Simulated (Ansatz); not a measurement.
Consider GaAs in the zinc blende structure (space group F-43m, No. 216; a = 5.6667 Å). Axes: x, y, z lie along the cube axes.

Calculations: Kohn–Sham DFT with the r2SCAN functional, run in Ansatz (a program for electronic structure) with PAW and 500 eV plane waves, scalar-relativistic without spin-orbit coupling.

For the base:

| Quantity | Value |
|---|---|
| Pressure | 0.0 kbar |
| Gap character | direct at Γ |

Perturbation: biaxial strain +4.52 %, plane normal [111], relaxed out of plane (Cartesian); in-plane vectors clamped, the third vector and the atoms free.

Question: What happens to the pressure?

Answer: The pressure (mean of the normal stresses, compression positive) goes from zero to -42.0 kbar.

Question: Estimate the effect on the gap character.

Answer: The gap character goes from direct at Γ to indirect, Γ–S₀ (7 % along) → Γ.

No phonon test of stability was made. A zero or small gap of GaAs under biaxial strain +4.52 %, plane normal [111], relaxed out of plane can be the functional's error rather than a property of the material. k-point labels follow each cell's own Brillouin zone.
